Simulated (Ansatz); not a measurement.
Strongest site found for H2O on several surfaces, against H2O(g).

Host crystals: corundum, with a band gap; zinc-blende InP, with a band gap; rock-salt MgO, with a band gap (PBE, scalar-relativistic without spin-orbit coupling).

The numbers are results of PBE (plane waves to 420 eV, PAW; Ansatz, a program for electronic structure), not measurements.

Counted are starts at which the adsorbate stayed whole and on top. Thin slabs; no dispersion, zero-point or thermal terms; negative values mean binding.

| surface, area an adsorbate | bonded to | E_ads (eV) | shortest bond to the host (Å) |
|---|---|---|---|
| hcp Ti (0001), 30 Å² | 2 Ti | -0.67 | 2.31 |
| rock-salt MgO (100) (Mg + O on top), 36 Å² | Mg | -0.46 | 2.24 |
| corundum (0001) (Al on top), 20 Å² | Al | … | 2.02 |
| zinc-blende InP (110) (In + P on top), 50 Å² | In | -0.69 | … |
| fcc Ni, ferromagnetic (111), 21 Å² | Ni | … | 2.27 |

Complete the blanks.


- corundum (0001) (Al on top), 20 Å², E_ads (eV): -0.95
- zinc-blende InP (110) (In + P on top), 50 Å², shortest bond to the host (Å): 2.44
- fcc Ni, ferromagnetic (111), 21 Å², E_ads (eV): -0.23
